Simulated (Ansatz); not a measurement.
Sb on the Al site in wurtzite AlN: one set of geometries, relaxed with PBE, evaluated in Ansatz (PAW, plane waves to 420 eV, 500 eV under r2SCAN) with PBE, r2SCAN.

Set-up: 96-site cell; 2×2×2 shifted k-points; start: the Al site; charged states image-corrected; no spin–orbit coupling; corrections reach 1.3 eV, so highly charged states may be off by several tenths; flagged in the runs: a host whose relaxation on this sampling wasn't shown to rest, a strain field that reaches the edge of the cell.

```tsv
quantity	PBE	r2SCAN
host gap (eV)	4.03	4.67
ε(+2/+1) above the VBM (eV)	2.10	2.47
ε(+1/0) above the VBM (eV)	2.19	2.52
ε(0/−1) above the VBM (eV)	3.84	4.15
largest moment on one atom at charge +1 (μB)	0.16	0.18
neutral formation energy against fcc Al, rhombohedral Sb (eV)	6.67	7.04
largest moment on one atom at charge −1 (μB)	0.14	0.16
```

PBE narrows the gap by 0.64 eV against r2SCAN, the highest level run, and puts the levels shown 0.34 eV lower above the valence-band maximum on average (from the rounded values).

Ansatz is a first-principles code.
